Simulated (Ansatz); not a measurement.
The parent structure is SiC in the zinc blende structure (space group F-43m, No. 216; a = 4.3563 Å).

Structures relaxed with r2SCAN, PAW, 500 eV (Ansatz, a quantum-chemistry and plane-wave program; no SOC).

Base:

Simulated powder pattern, Cu Kα1, λ = 1.54056 Å (kinematic, ideal powder, no thermal factors, no anomalous dispersion; the 14 strongest lines at most, above 2 %, up to 2θ = 90°):

```json
[
 {"2θ (°)": "35.67", "I/Imax (%)": "100", "hkl": "(111)"},
 {"2θ (°)": "41.42", "I/Imax (%)": "18", "hkl": "(200)"},
 {"2θ (°)": "60.02", "I/Imax (%)": "46", "hkl": "(220)"},
 {"2θ (°)": "71.81", "I/Imax (%)": "35", "hkl": "(311)"},
 {"2θ (°)": "75.54", "I/Imax (%)": "5.0", "hkl": "(222)"}
]
```

Now apply this change: full substitution Si → Pb, then cell and atoms are relaxed.

Where do the lines fall after the change?


Simulated powder pattern, Cu Kα1, λ = 1.54056 Å (kinematic, ideal powder, no thermal factors, no anomalous dispersion; the 14 strongest lines at most, above 2 %, up to 2θ = 90°):

| 2θ (°) | I/Imax (%) | hkl |
|---|---|---|
| 29.16 | 100 | (111) |
| 33.79 | 46 | (200) |
| 48.54 | 41 | (220) |
| 57.63 | 46 | (311) |
| 60.45 | 12 | (222) |
| 71.08 | 6.8 | (400) |
| 78.61 | 19 | (331) |
| 81.07 | 17 | (420) |

The indices refer to each structure's own conventional cell; one index is shown for lines that coincide.

Whether these cells are dynamically stable was not tested. As relaxed here, PbC is a hypothetical phase, not in the database extracts checked. All final runs are without spin polarisation.
